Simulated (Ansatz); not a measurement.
Where the default PAW files enter, the runs use the earlier of Ansatz's two default sets.

Input:

```
O2Si
1.0
    2.69349     0.00000     0.00000
    0.00000     4.23317     0.00000
    0.00000     0.00000     4.23317
Si O
2 4
Direct
  0.50000   0.50000   0.50000
  0.00000   0.00000   0.00000
  0.00000   0.69316   0.69316
  0.00000   0.30684   0.30684
  0.50000   0.19316   0.80684
  0.50000   0.80684   0.19316
```

Space group of this cell: P4_2/mnm, rutile. The cell is taken as given; by r2SCAN its mean pressure is -9.7 GPa.

Level of theory: r2SCAN (plane waves, PAW; Ansatz, a first-principles code).

The current runs along the normal of the first two printed vectors; no spin-orbit coupling. Scaled by the factor s: the length along the current (ions clamped). Meshes 12×8×8 and 12×8 across the current in all rows.

```csv
s,mean pressure (GPa),slowest mid-gap decay constant κ (1/Å)
0.97,-0.8,0.436
1.00,-9.7,0.413
1.03,-17.2,?
```

Task: Take the slope of the slowest mid-gap decay constant κ against ln s from the two given rows, extrapolate to s = 1.03, and say what the run there gives.

Result: Slope = (0.436 − 0.413) / ln 0.97 = -0.755 1/Å. The line gives 0.413 + (-0.755) × ln 1.03 = 0.391 1/Å. The run gives 0.390 1/Å, 0.001 1/Å under the line, 3 % of the predicted step.
